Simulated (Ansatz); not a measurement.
Results of r²SCAN+rVV10 in Ansatz (PAW) for Ta2O5 (model structure, Pbam, No. 55, 14 atoms in the cell).

Settings: plane-wave cutoff 560 eV, 6×6×10 k mesh (along the axes of the cell as run), Fermi–Dirac smearing 0.01 eV, scalar-relativistic PAW data made under PBE.

Cell (relaxed at this level):

```cif
data_O10Ta4
_chemical_formula_sum 'Ta4 O10'
_space_group_name_H-M_alt 'Pbam'
_space_group_IT_number 55
_space_group_name_Hall '-P 2 2ab'
_cell_length_a 6.20025
_cell_length_b 7.30387
_cell_length_c 3.77779
_cell_angle_alpha 90.000
_cell_angle_beta 90.000
_cell_angle_gamma 90.000
loop_
_atom_site_label
_atom_site_type_symbol
_atom_site_symmetry_multiplicity
_atom_site_Wyckoff_symbol
_atom_site_fract_x
_atom_site_fract_y
_atom_site_fract_z
_atom_site_occupancy
Ta1 Ta 4 g 0.27585 0.11988 0.00000 1
O1 O 4 h 0.30324 0.15917 0.50000 1
O2 O 2 a 0.00000 0.00000 0.00000 1
O3 O 4 g 0.11047 0.36027 0.00000 1
```

What does this level give for the band gap and Γ–Γ gap?


* **band gap**: 2.68 eV
* **Γ–Γ gap**: 3.80 eV

Note: the relaxation could raise the start's symmetry but not lower it, so the cell can be a saddle point.

Spin–orbit coupling is not included.

Computed values are for the static lattice.

It cost roughly 2.4 core-minutes of CPU time.

A model structure was made by putting elements into a prototype or built by hand; it is no filed structure, need not be a known phase, and can be a saddle point held by its symmetry.

Ansatz is a quantum-chemistry and plane-wave program.
